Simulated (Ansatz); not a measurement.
Take Ru in the hcp (Mg type) structure (space group P6_3/mmc, No. 194; a = 2.692 Å, c = 4.246 Å) as the base.

Level of theory: PBEsol/PAW in Ansatz (an electronic-structure program), scalar-relativistic without spin-orbit coupling, earlier PAW set.

For the base:

```
Quantity               Value
-------------------  -------
c/a ratio              1.577
Lattice parameter a  2.692 Å
```

Now apply this change: a hydrostatic pressure of 30 GPa.

### Question
What does the calculation give for the c/a ratio and lattice parameter a after the change?

### Answer
The c/a ratio rises by 0.005 to 1.582; the lattice parameter a decreases by 0.067 Å, from 2.692 Å to 2.625 Å.

Load acts through the strain it causes; cell and atoms are relaxed under it. Stability against distortions was not tested. Competing high-pressure phases were not computed. All final runs are without spin polarisation.
